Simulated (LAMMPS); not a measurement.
MD of Ni (fcc) at zero pressure over temperature, 4000 atoms; each row names its start.

All values are model results, not measurements: classical MD, pair style eam, the elements' _smf7.eam files (smf7); code LAMMPS.

```csv
"T (K), start",state,volume,enthalpy,first peak of g(r),coordination number,D(Ni)
"100, crystal",crystal; no diffusion seen in 30 ps,10.9475 ± 0.0001 Å³/atom,-4.4240 ± 0.0001 eV/atom,"2.49 Å, height 15.7",12.0 (counted to 3.02 Å),-
"300, crystal",crystal; no diffusion seen in 30 ps,11.0381 ± 0.0001 Å³/atom,-4.3714 ± 0.0001 eV/atom,"2.49 Å, height 9.4",12.0 (counted to 3.02 Å),-
"1040, crystal",crystal; no diffusion seen in 30 ps,11.4150 ± 0.0002 Å³/atom,-4.1683 ± 0.0001 eV/atom,"2.50 Å, height 4.9",12.0 (counted to 3.06 Å),-
"1300, crystal",crystal; no diffusion seen in 30 ps,11.5735 ± 0.0003 Å³/atom,-4.0923 ± 0.0002 eV/atom,"2.50 Å, height 4.3",12.1 (counted to 3.10 Å),-
"1560, crystal",crystal; no diffusion seen in 30 ps,11.7525 ± 0.0006 Å³/atom,-4.0126 ± 0.0003 eV/atom,"2.50 Å, height 3.8",12.1 (counted to 3.14 Å),-
"2070, crystal",crystal; no diffusion seen in 30 ps,12.209 ± 0.001 Å³/atom,-3.8363 ± 0.0004 eV/atom,"2.49 Å, height 3.1",12.5 (counted to 3.26 Å),-
"1210, melt",liquid,12.053 ± 0.001 Å³/atom,-3.9715 ± 0.0002 eV/atom,"2.46 Å, height 3.4",13.0 (counted to 3.34 Å),(5.44 ± 0.07) × 10^-6 cm²/s
"1380, melt",liquid,12.249 ± 0.002 Å³/atom,-3.9051 ± 0.0005 eV/atom,"2.45 Å, height 3.2",13.3 (counted to 3.42 Å),(1.202 ± 0.008) × 10^-5 cm²/s
"1560, melt",liquid,12.450 ± 0.004 Å³/atom,-3.8380 ± 0.0009 eV/atom,"2.45 Å, height 3.0",13.1 (counted to 3.42 Å),(2.01 ± 0.02) × 10^-5 cm²/s
"1730, melt",liquid,12.654 ± 0.001 Å³/atom,-3.7742 ± 0.0003 eV/atom,"2.45 Å, height 2.9",13.0 (counted to 3.42 Å),(3.04 ± 0.02) × 10^-5 cm²/s
"1900, melt",liquid,12.863 ± 0.001 Å³/atom,-3.7109 ± 0.0002 eV/atom,"2.45 Å, height 2.8",12.8 (counted to 3.42 Å),(4.23 ± 0.09) × 10^-5 cm²/s
"2160, melt",liquid,13.194 ± 0.002 Å³/atom,-3.6151 ± 0.0002 eV/atom,"2.44 Å, height 2.6",12.8 (counted to 3.46 Å),(6.16 ± 0.08) × 10^-5 cm²/s
"2420, melt",liquid,13.540 ± 0.003 Å³/atom,-3.5215 ± 0.0004 eV/atom,"2.45 Å, height 2.5",12.6 (counted to 3.46 Å),(8.6 ± 0.2) × 10^-5 cm²/s
```

Measured linear expansion coefficient: 13.40 1e-6/K at 293 K (Kaye and Laby Online (NPL), 2.3.5 Thermal expansion).

Measured melting point: 1728 K (Wikipedia, Melting points of the elements (data page)).

Caution (row 2070, crystal): this crystal lies over the melting point of about 1810 K that EAM-type smf7 gives, so it is superheated.

Caution (rows 1210, melt; 1380, melt; 1560, melt; 1730, melt): this liquid lies under the melting point of about 1810 K that EAM-type smf7 gives, so it is undercooled.

From the crystal rows between 100 and 300 K, estimate the mean linear expansion coefficient and the heat capacity. The slope of ln V over three gives 14 × 10^-6 /K, and dH/dT = 3.1 kB/atom. Nuclei are classical here, so the heat capacity stays near 3 kB/atom, where a real crystal's falls off below its Debye temperature.

Fit an Arrhenius law to the diffusion of Ni in the liquid. ln D against 1/T from 1210 to 2420 K gives an activation energy of 0.57 eV and D0 = 0.0013 cm²/s.

States go by the mean squared displacement: a species diffuses where it passes 1.5 Å², still rises and gives D over 1e-6 cm²/s; a crystal has left its structure where atoms lie 0.35 Å off their sites on average or a cubic box changes its shape by 3 %, or the axial ratios of another lie 8 % off the starting cell's, which the potential's own relaxation can also do.

Errors of D are the spread over four groups of atoms in one short run; a floor of about 5 %, a picked value, is safer.

The ± values are statistical; the model's systematic error is not in them.
